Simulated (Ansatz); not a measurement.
Band structure of Ag3Sb (Pmmn, 8 atoms in the cell).

```
Ag3Sb
1.0
    4.91440     0.00000     0.00000
    0.00000     6.08666     0.00000
    0.00000     0.00000     5.36915
Ag Sb
6 2
Direct
  0.50000   0.00000   0.32632
  0.00000   0.50000   0.67368
  0.00000   0.25200   0.15381
  0.00000   0.74800   0.15381
  0.50000   0.24800   0.84619
  0.50000   0.75200   0.84619
  0.00000   0.00000   0.67018
  0.50000   0.50000   0.32982
```

Level of theory: PBEsol, PAW files made with PBE (plane waves; Ansatz, a first-principles code).

Settings: kpoints.mp_grid.grid = 4 3 3; hamiltonian.xc = pbesol; hamiltonian.pseudopotentials = {kind: paw} (an earlier, softer set of the program's PAW files); scf.occupations.method = gaussian; scf.occupations.width = 0.05 eV; kpoints.band_path.npoints = 8.

The starting cell comes from a database of computed structures (which also holds hypothetical and non-ambient phases and stackings), without a prior relaxation at this level. Its lattice was rescaled by a random factor within 2.5 % of one. Spin-orbit coupling is off. The run gives no clean gap (levels at the Fermi energy touch, overlap or are partly filled at this smearing), which alone does not show that the compound is a metal.

Levels in eV from the Fermi level, bands 69 to 76:
```csv
point,69,70,71,72,73,74,75,76
Γ,-2.56,-1.65,-1.18,-0.62,-0.03,0.75,1.18,2.92
X,-2.07,-2.07,-1.94,-1.94,0.45,0.45,2.50,2.50
S,-2.50,-2.50,-2.28,-2.28,-0.33,-0.33,1.73,1.73
Y,-2.56,-1.50,-0.65,-0.64,0.16,0.86,2.45,2.45
Z,-1.26,-1.26,-1.00,-1.00,0.54,0.54,1.94,1.94
U,-0.98,-0.98,-0.36,-0.36,-0.34,-0.34,1.60,1.60
R,-3.12,-3.12,-3.11,-3.11,2.93,2.93,3.35,3.35
T,-0.94,-0.94,-0.07,-0.07,0.93,0.93,2.02,2.02
```

Bands cross the Fermi level along this path, so the cell is metallic at this level.

Keys are those of Ansatz 0.2.
